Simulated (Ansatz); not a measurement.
## MgAl2C2, pressure series

Start from MgAl$_{2}$C$_{2}$ (space group P-3m1, No. 164; a cell from a computed database, its experimental status unchecked).

```xyz
5
Lattice="3.3754 0.0000 0.0000 -1.6877 2.9232 0.0000 0.0000 0.0000 5.7737" Properties=species:S:1:pos:R:3 pbc="T T T"
Mg     0.0000     0.0000     0.0000
Al     1.6877     0.9744     2.0206
Al     0.0000     1.9488     3.7531
C      0.0000     1.9488     1.5549
C      1.6877     0.9744     4.2188
```

Cell and atoms are relaxed at each pressure.

Calculations: plane-wave PAW DFT at the PBEsol level (Ansatz, a program for electronic structure, 420 eV), no SOC.

Candidates:
(a) pressure 7 GPa
(b) pressure 3 GPa
(c) pressure −1 GPa
(d) pressure 30 GPa

Base values:

| Item | Result |
|---|---|
| Smallest direct gap | 2.95 eV |

Question: Order them by smallest direct gap, highest first.

Answer: (d) pressure 30 GPa (3.15 eV), (a) pressure 7 GPa (3.01 eV), (b) pressure 3 GPa (2.98 eV), (c) pressure −1 GPa (2.94 eV)

Load acts through the strain it causes; cell and atoms are relaxed under it. Stability against distortions was not tested. Competing high-pressure phases were not computed.
